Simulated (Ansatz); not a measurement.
**Response to strain in TiH2**

The parent structure is TiH₂ (space group P4/nmm, No. 129; a cell from a computed database, its experimental status unchecked).

```
TiH2
1.0
    2.89089     0.00000     0.00000
    0.00000     2.89089     0.00000
    0.00000     0.00000     4.81165
Ti H
2 4
Direct
  0.50000   0.00000   0.26374
  0.00000   0.50000   0.73626
  0.50000   0.50000   0.00000
  0.00000   0.00000   0.00000
  0.00000   0.50000   0.34414
  0.50000   0.00000   0.65586
```

Cartesian axes are those of the cell as printed.

Strains are applied to the cell and any free atomic positions relax; under biaxial strain the out-of-plane vector relaxes too.

Level of theory: PBEsol, PAW, 420 eV (Ansatz, a first-principles code; spin-orbit coupling left out).

Notes on the quantities. pressure: mean of the normal stresses, compression positive.

```csv
case,shortest interatomic distance,pressure,space group
base,1.887 Å,0.0 GPa,P4/nmm (No. 129)
"biaxial strain +0.54 %, plane normal [001], relaxed out of plane",1.885 Å,-1.0 GPa,P4/nmm (No. 129)
isotropic strain −0.76 %,1.877 Å,3.7 GPa,P4/nmm (No. 129)
uniaxial strain ε_xx = −5.49 %,1.874 Å,10.0 GPa,Pmmn (No. 59)
```

Without a gap, meshes like the base's 16×16×10 leave anisotropic stresses uncertain by several tenths of a GPa, and small strain energies with them. Stability against distortions was not tested. All final runs are without spin polarisation.
